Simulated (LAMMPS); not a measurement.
MD of Cu (fcc) with 25 % of Cu sites Pt at zero pressure over temperature, 4000 atoms; each row names its start.

Level of theory: classical MD, pair style eam, the elements' _u3.eam files (universal-3 set of Foiles, Baskes and Daw) (LAMMPS).

```json
[
 {"T (K), start": "300, crystal", "state": "crystal; no diffusion seen in 30 ps", "volume": "12.7823 ± 0.0001 Å³/atom", "enthalpy": "-4.1147 ± 0.0001 eV/atom", "first peak of g(r), Cu-Pt": "2.62 Å, height 7.1", "coordination number of Cu by Pt": "3.04 (counted to 3.14 Å)", "D(Cu)": "-", "D(Pt)": "-", "viscosity": "-"},
 {"T (K), start": "1070, crystal", "state": "crystal; no diffusion seen in 30 ps", "volume": "13.2245 ± 0.0004 Å³/atom", "enthalpy": "-3.8988 ± 0.0002 eV/atom", "first peak of g(r), Cu-Pt": "2.60 Å, height 3.8", "coordination number of Cu by Pt": "3.04 (counted to 3.26 Å)", "D(Cu)": "-", "D(Pt)": "-", "viscosity": "-"},
 {"T (K), start": "1450, melt", "state": "liquid", "volume": "13.882 ± 0.001 Å³/atom", "enthalpy": "-3.6889 ± 0.0004 eV/atom", "first peak of g(r), Cu-Pt": "2.56 Å, height 3.0", "coordination number of Cu by Pt": "3.65 (counted to 3.58 Å)", "D(Cu)": "(2.88 ± 0.09) × 10^-5 cm²/s", "D(Pt)": "(2.3 ± 0.1) × 10^-5 cm²/s", "viscosity": "6 ± 1 mPa s"},
 {"T (K), start": "1760, melt", "state": "liquid", "volume": "14.203 ± 0.002 Å³/atom", "enthalpy": "-3.5850 ± 0.0005 eV/atom", "first peak of g(r), Cu-Pt": "2.56 Å, height 2.8", "coordination number of Cu by Pt": "3.61 (counted to 3.62 Å)", "D(Cu)": "(5.30 ± 0.07) × 10^-5 cm²/s", "D(Pt)": "(4.48 ± 0.10) × 10^-5 cm²/s", "viscosity": "3.1 ± 0.2 mPa s"},
 {"T (K), start": "2140, melt", "state": "liquid", "volume": "14.6172 ± 0.0004 Å³/atom", "enthalpy": "-3.4607 ± 0.0003 eV/atom", "first peak of g(r), Cu-Pt": "2.53 Å, height 2.5", "coordination number of Cu by Pt": "3.57 (counted to 3.66 Å)", "D(Cu)": "(7.8 ± 0.2) × 10^-5 cm²/s", "D(Pt)": "(6.8 ± 0.2) × 10^-5 cm²/s", "viscosity": "-"}
]
```

Caution (rows 300, crystal; 1070, crystal): the random arrangement on this lattice is imposed, and need not be a phase that exists in equilibrium.

Caution (rows 1070, crystal; 1450, melt; 1760, melt; 2140, melt): a run this short can hold a crystal over, or a liquid under, the potential's own melting point, which these runs don't give.

States go by the mean squared displacement: a species diffuses where it passes 1.5 Å², still rises and gives D over 1e-6 cm²/s; a crystal has left its structure where atoms lie 0.35 Å off their sites on average or a cubic box changes its shape by 3 %, or the axial ratios of another lie 8 % off the starting cell's, which the potential's own relaxation can also do.

Errors of D are the spread over four groups of atoms in one short run; a floor of about 5 %, a picked value, is safer.

The ± values are statistical; the model's systematic error is not in them.
